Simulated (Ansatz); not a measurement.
We consider ZnS (P3m1, No. 156, 28 atoms in the cell; start mp-556392; a measured phase of this formula has another space group), described by LDA (plane waves, PAW; Ansatz, a quantum-chemistry and plane-wave program).

Numerical settings: plane-wave cutoff 520 eV, 12×12×1 k mesh (along the axes of the cell as run), Fermi–Dirac smearing 0.01 eV, scalar-relativistic PAW data made under PBE.

Cell (relaxed at this level):

Space group P3m1 (No. 156); a = b = 3.743 Å, c = 42.862 Å, α = β = 90.00°, γ = 120.00°

| atom | site | symmetry | x | y | z |
|---|---|---|---|---|---|
| Zn | 1a | 3m. | 0.0000 | 0.0000 | 0.1429 |
| Zn | 1c | 3m. | 0.6667 | 0.3333 | 0.0716 |
| Zn | 1a | 3m. | 0.0000 | 0.0000 | 0.5713 |
| Zn | 1b | 3m. | 0.3333 | 0.6667 | 0.2143 |
| Zn | 1b | 3m. | 0.3333 | 0.6667 | 0.7858 |
| Zn | 1c | 3m. | 0.6667 | 0.3333 | 0.6428 |
| Zn | 1c | 3m. | 0.6667 | 0.3333 | 0.4286 |
| Zn | 1a | 3m. | 0.0000 | 0.0000 | 0.8573 |
| Zn | 1c | 3m. | 0.6667 | 0.3333 | 0.9286 |
| Zn | 1a | 3m. | 0.0000 | 0.0000 | 0.7143 |
| Zn | 1c | 3m. | 0.6667 | 0.3333 | 0.2857 |
| Zn | 1a | 3m. | 0.0000 | 0.0000 | 0.3571 |
| Zn | 1b | 3m. | 0.3333 | 0.6667 | 0.0001 |
| Zn | 1b | 3m. | 0.3333 | 0.6667 | 0.5000 |
| S | 1b | 3m. | 0.3333 | 0.6667 | 0.5535 |
| S | 1c | 3m. | 0.6667 | 0.3333 | 0.4821 |
| S | 1a | 3m. | 0.0000 | 0.0000 | 0.1964 |
| S | 1c | 3m. | 0.6667 | 0.3333 | 0.3392 |
| S | 1a | 3m. | 0.0000 | 0.0000 | 0.9107 |
| S | 1b | 3m. | 0.3333 | 0.6667 | 0.8394 |
| S | 1a | 3m. | 0.0000 | 0.0000 | 0.7678 |
| S | 1b | 3m. | 0.3333 | 0.6667 | 0.2678 |
| S | 1c | 3m. | 0.6667 | 0.3333 | 0.6964 |
| S | 1a | 3m. | 0.0000 | 0.0000 | 0.4107 |
| S | 1b | 3m. | 0.3333 | 0.6667 | 0.0537 |
| S | 1a | 3m. | 0.0000 | 0.0000 | 0.6248 |
| S | 1c | 3m. | 0.6667 | 0.3333 | 0.9821 |
| S | 1c | 3m. | 0.6667 | 0.3333 | 0.1251 |

Problem. Estimate the band gap that the calculation returns.

Solution. 
band gap: 2.15 eV (direct)

Static lattice: no zero-point or thermal effects.

It cost around 16 core-minutes (rough) of CPU time.

A start named mp-… is a Materials Project structure, which need not be a measured phase.
